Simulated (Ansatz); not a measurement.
Consider Ti in the hcp (Mg type) structure (space group P6_3/mmc, No. 194).

```xyz
2
Lattice="2.9359 0.0000 0.0000 -1.4680 2.5426 0.0000 0.0000 0.0000 4.6364" Properties=species:S:1:pos:R:3 pbc="T T T"
Ti     0.0000     1.6951     3.4773
Ti     1.4680     0.8475     1.1591
```

Method: Ansatz (an electronic-structure program), r2SCAN, PAW, cutoff 500 eV, no spin-orbit coupling.

Before the change:

```
Property           Result
---------------  --------
Volume per atom  17.30 Å³
c/a ratio           1.579
Band gap             zero
```

One thing is altered: Re takes the place of Ti on all its sites, then cell and atoms are relaxed.

Q: Predict the new volume per atom, c/a ratio and band gap.

A: The volume per atom drops by 2.607 Å³ (17.30 Å³ → 14.70 Å³); the c/a ratio rises by 0.039, from 1.579 to 1.618; the band gap is still zero.

Stability against distortions was not tested. All final runs are without spin polarisation.
